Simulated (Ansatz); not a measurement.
Base system: Si in the diamond structure (space group Fd-3m, No. 227; a = 5.434 Å). Axes: x, y, z lie along the cube axes.

Calculations: Ansatz (a quantum-chemistry and plane-wave program) PBEsol, no SOC.

For the base:

- Valence-band top at Γ = 0.00, 0.00, 0.00 eV
- Volume per atom = 20.05 Å³

Now apply this change: uniaxial stress, 1 GPa tension along z, with the cell and atoms free to relax against it.

### Question
Estimate the effect on the valence-band top at Γ.

### Answer
The valence-band top at Γ (three highest levels, from the VBM) changes from 0.00, 0.00, 0.00 eV to 0.00, 0.00, -0.07 eV.

### Question
What does the calculation give for the energy relative to the base after the change?

### Answer
The energy grows by 0.5 meV/atom.

### Question
Predict the new volume per atom.

### Answer
The volume per atom increases by 0.07 Å³ to 20.12 Å³.

The levels and masses belong to the bands next to the band gap. Load acts through the strain it causes; cell and atoms are relaxed under it. Beyond what the load breaks, stability against distortions was not tested.
